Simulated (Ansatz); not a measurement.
Base system: Zr in the hcp (Mg type) structure (space group P6_3/mmc, No. 194; relaxed with 0.1 eV smearing).

```yaml
crystal:
  lattice:
    - [3.18249, 0.00000, 0.00000]
    - [-1.59125, 2.75612, 0.00000]
    - [0.00000, 0.00000, 5.12352]
  atoms:
    - { symbol: Zr, position: [0.33333, 0.66667, 0.75000] }
    - { symbol: Zr, position: [0.66667, 0.33333, 0.25000] }
```

Cartesian axes are those of the cell as printed.

Calculations: Ansatz (an electronic-structure program), PBEsol, PAW, cutoff 420 eV, scalar-relativistic without spin-orbit coupling.

Perturbation: the cell is stretched by 2.66 % along x with no lateral relaxation; the atoms relax in the strained cell.

Estimate the effect on the energy relative to the base.

The energy rises by 6.5 meV/atom.

What does the calculation give for the stress after the change?

The stress (xx, yy, zz, yz, xz, xy; compression positive) comes out as (-3.4, -2.0, -1.9, 0.0, 0.0, 0.0) GPa.

Stability against distortions was not tested. The final runs are not spin-polarised.
